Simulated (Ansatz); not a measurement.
## BN under a change: biaxial strain −1.25 %, plane normal [111], relaxed out of plane

Base system: BN in the zinc blende structure (space group F-43m, No. 216; a = 3.610 Å). Axes: x, y, z lie along the cube axes.

Now apply this change: biaxial strain −1.25 %, plane normal [111], relaxed out of plane (Cartesian); in-plane vectors clamped, the third vector and the atoms free.

The values are results of Ansatz (a quantum-chemistry and plane-wave program), r2SCAN, PAW, cutoff 500 eV, scalar-relativistic without spin-orbit coupling, not measurements. k-mesh 16×16×16 (Γ-centred); smearing 0.05 eV (Fermi–Dirac).

| quantity | base | changed | shift |
|---|---|---|---|
| volume per atom | 5.88 Å³ | 5.74 Å³ | -0.135 Å³ |
| space group | F-43m (No. 216) | R3m (No. 160) | – |
| shortest interatomic distance | 1.563 Å | 1.546 Å | -0.017 Å |
| energy relative to the base (free energy F) | 0 meV/atom | +6.4 meV/atom | +6.4 meV/atom |
| pressure (mean of the normal stresses, compression positive) | 0.00 GPa | 9.57 GPa | +9.57 GPa |
| band gap | 5.00 eV | 5.00 eV | 0.00 eV |
| gap character | – | indirect, Γ → F | – |
| smallest direct gap | 9.59 eV | 9.35 eV | -0.24 eV |
| valence-band top at Γ (three highest levels, from the VBM) | 0.00, 0.00, 0.00 eV | 0.00, 0.00, -0.08 eV | – |
| out-of-plane strain | – | +0.20 % | – |
| ratio −ε⊥/ε∥ | – | 0.16 | – |

No phonon test of stability was made. k-point labels follow each cell's own Brillouin zone.
